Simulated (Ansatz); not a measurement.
**Effect of pressure 0.9 GPa on LiF**

Take LiF in the rock salt structure (space group Fm-3m, No. 225; a = 3.990 Å) as the base.

It is then changed as follows: a hydrostatic pressure of 0.9 GPa.

Method: Ansatz (a program for electronic structure) r2SCAN, spin-orbit coupling left out. k-mesh 14×14×14 (Γ-centred); smearing 0.05 eV (Fermi–Dirac).

```json
[
 {"quantity": "density", "base": "2.71 g/cm³", "changed": "2.74 g/cm³", "shift": "+0.03 g/cm³"},
 {"quantity": "lattice parameter a", "base": "7.540 bohr", "changed": "7.512 bohr", "shift": "-0.028 bohr"},
 {"quantity": "shortest interatomic distance", "base": "3.770 bohr", "changed": "3.756 bohr", "shift": "-0.014 bohr"},
 {"quantity": "enthalpy H = E + PV relative to the base's energy", "base": "–", "changed": "+0.04 eV/atom", "shift": "–"},
 {"quantity": "band gap", "base": "10.33 eV", "changed": "10.44 eV", "shift": "+0.11 eV"},
 {"quantity": "gap character", "base": "direct at Γ", "changed": "direct at Γ", "shift": "–"},
 {"quantity": "width of the top valence band", "base": "1.04 eV", "changed": "1.06 eV", "shift": "+0.02 eV"},
 {"quantity": "electron mass", "base": "0.88 mₑ (at Γ)", "changed": "0.89 mₑ (at Γ)", "shift": "–"}
]
```

Load acts through the strain it causes; cell and atoms are relaxed under it. Effective masses come from finite differences of ±0.01 Å⁻¹. Stability against distortions was not tested.
